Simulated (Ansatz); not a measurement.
Consider the following.

```xyz
4
Lattice="3.8320 0.0000 0.0000 -1.9160 3.3186 0.0000 0.0000 0.0000 6.1580" Properties=species:S:1:pos:R:3 pbc="T T T"
Zn     0.0000     2.2124    -0.0097
Zn     1.9160     1.1062     3.0693
S      0.0000     2.2124     2.3190
S      1.9160     1.1062     5.3980
```

The numbers are results of PBE with spin-orbit coupling, rigid bands (plane waves, PAW; Ansatz, a first-principles code), not measurements. Condition of this run: biaxial stress in the c plane of -2 GPa (compression positive) (the target of the relaxation). Geometry: cell and atoms relaxed with PBEsol, then loaded as said.

What conductivity effective mass do dilute holes have at 300 K?

1.30 (x), 1.30 (y), 0.99 (z) mₑ.

Predict the electron conductivity mass (n e² τ/σ) at 300 K, by direction if it differs.

0.193 (x), 0.193 (y), 0.179 (z) mₑ.

And the band gap?

2.23 eV at this level; semilocal functionals usually fall short of the measured gap.

Rigid bands, one relaxation time for all states, no polarons. Geometry: cell and atoms relaxed with PBEsol.
